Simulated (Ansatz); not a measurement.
**GaN under load (space group P6_3mc): band-edge transport data**

Consider the following.

```yaml
crystal:
  lattice:
    - [3.10633, 0.00000, 0.00000]
    - [-1.55317, 2.69016, 0.00000]
    - [0.00000, 0.00000, 5.06294]
  atoms:
    - { symbol: Ga, position: [0.33333, 0.66667, 0.99934] }
    - { symbol: Ga, position: [0.66667, 0.33333, 0.49934] }
    - { symbol: N, position: [0.33333, 0.66667, 0.37566] }
    - { symbol: N, position: [0.66667, 0.33333, 0.87566] }
```

Level of theory: PBE with spin-orbit coupling, rigid bands (plane waves, PAW; Ansatz, a first-principles code). Condition of this run: hydrostatic pressure of 16 GPa (compression positive) (the target of the relaxation). How the cell was made: cell and atoms relaxed with PBEsol, then loaded as said.

```yaml
band_gap: 2.41 eV
electron conductivity mass (300 K, dilute): 0.23 (x), 0.23 (y), 0.20 (z) mₑ
hole conductivity mass (300 K, dilute): 1.34 (x), 1.34 (y), 1.80 (z) mₑ
effective density of states N_c (300 K): 2.5e18 cm⁻³
effective density of states N_v (300 K): 8.5e19 cm⁻³
density_of_states_mass_electrons: 0.21 mₑ
density_of_states_mass_holes: 2.3 mₑ
Seebeck coefficient, n-type 1e19 cm⁻³, 300 K: -122 μV/K
best n-type power factor at 300 K for τ = 10 fs (best axis; densities from 1e16 to 1e21 cm⁻³ tried, whether or not they can be reached): 1.99 μW/(cm·K²) at 1e19 cm⁻³
Seebeck coefficient, p-type 1e19 cm⁻³, 300 K: 412 μV/K
```

Rigid bands; masses and Seebeck coefficients take one relaxation time τ for all states and one kind of carrier; polarons and phonon drag are left out. Geometry: cell and atoms relaxed with PBEsol.
